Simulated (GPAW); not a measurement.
Input and output of a self-consistent single point for AlN (F-43m, 2 atoms in the cell) (GPAW).

Method of the run: LDA (Perdew-Wang 92), GPAW PAW datasets LDA (gpaw-data 1.0.1) (plane waves; GPAW 25.7.0).

```yaml
crystal:
  lattice:
    - [0.00000, 2.15953, 2.15953]
    - [2.15953, 0.00000, 2.15953]
    - [2.15953, 2.15953, 0.00000]
  atoms:
    - { symbol: Al, position: [0.00000, 0.00000, 0.00000] }
    - { symbol: N, position: [0.75000, 0.75000, 0.75000] }
```

Reference input (self-consistent single point, DFT LDA (Perdew-Wang 92), plane waves, GPAW PAW datasets LDA (gpaw-data 1.0.1)): mode = pw; ecut = 900 eV; xc = LDA; kpts = 9 9 9; mesh shift (steps) = 0 0 0; occupations.name = fixed-uniform; nbands = -6; convergence.forces = 0.001 eV/Å; convergence.bands = -4; symmetry.symmorphic = false; symmetry.tolerance = 0.0005; maxiter = 120. This run's input differs from it in these lines:

```diff
@@ -14,3 +14,3 @@
             xc='LDA',
-            kpts=(9, 9, 9),
+            kpts={'size': (14, 14, 14), 'gamma': True},
             occupations={'name': 'fixed-uniform'},
```

Output (repeated stretches shortened):

```
     iter     time        total  log10-change:
                         energy   eigst   dens  force
iter:   1 --:--:--   -18.588777   +0.73
iter:   2 --:--:--   -18.036865   -0.36  -0.56
iter:   3 --:--:--   -16.468515   -0.88  -0.61
iter:   4 --:--:--   -16.430160   -1.56  -1.01
iter:   5 --:--:--   -16.391306   -1.94  -1.21
iter:   6 --:--:--   -16.392364   -3.49  -2.12
iter:   7 --:--:--   -16.392246c  -3.31  -2.05
iter:   8 --:--:--   -16.391024c  -3.67  -2.26
iter:   9 --:--:--   -16.391026c  -5.86  -3.30
iter:  10 --:--:--   -16.391016c  -6.33  -3.26
iter:  11 --:--:--   -16.391012c  -6.63  -3.53
iter:  12 --:--:--   -16.391012c  -7.11  -3.88
iter:  13 --:--:--   -16.391012c  -8.24c -4.49c
iter:  14 --:--:--   -16.391012c  -8.72c -4.85c -16.01c
Converged after 14 iterations.

Dipole moment: (1.171785, 1.171785, 1.171785) |e|*Ang

Energy contributions relative to reference atoms: (reference = -8049.295751)

Kinetic:        +21.717784
Potential:      -18.644794
External:        +0.000000
XC:             -19.563904
Entropy (-ST):   +0.000000
Local:           +0.099903
SIC:             +0.000000
--------------------------
Free energy:    -16.391012
Extrapolated:   -16.391012

Showing only first 2 kpts
 Kpt  Band  Eigenvalues  Occupancy
  0     2      6.01379    2.00000
  0     3      6.01379    2.00000
  0     4     10.59236    0.00000
  0     5     18.70660    0.00000

  1     2      5.90182    2.00000
  1     3      5.90182    2.00000
  1     4     11.05623    0.00000
  1     5     18.37044    0.00000

Fermi level: 7.63997

Gap: 3.252 eV
Transition (v -> c):
   [... lines left out ...]
Direct/indirect transitions are different
Direct gap: 4.579 eV
Transition at: (s=0, k=0, n=3, [0.00, 0.00, 0.00])
Energy (eV): -16.391012

Forces in eV/Ang:
  0 Al    0.00000    0.00000    0.00000
  1 N    -0.00000    0.00000    0.00000

Stress tensor:
    -0.031426     0.000000     0.000000
     0.000000    -0.031426    -0.000000
     0.000000    -0.000000    -0.031426
Stress (GPa, Voigt): [-5.0349 -5.0349 -5.0349 -0.      0.      0.    ]
```

The run converged in 14 iterations. GPAW prints stress with tension positive. Against the reference run the free energy hardly moves (within 1 meV/atom) and the gap on the mesh goes from 3.443 to 3.252 eV.

At such cutoffs GPAW's stress carries a finite-basis (Pulay) error, which enters relaxed cells too; its log prints stress with tension positive.

The starting cell comes from a database of computed structures (which also holds hypothetical and non-ambient phases and stackings), without a prior relaxation at this level. Its lattice was rescaled by a random factor within 2.5 % of one.

Cost on one core of a shared machine: roughly 70 s.
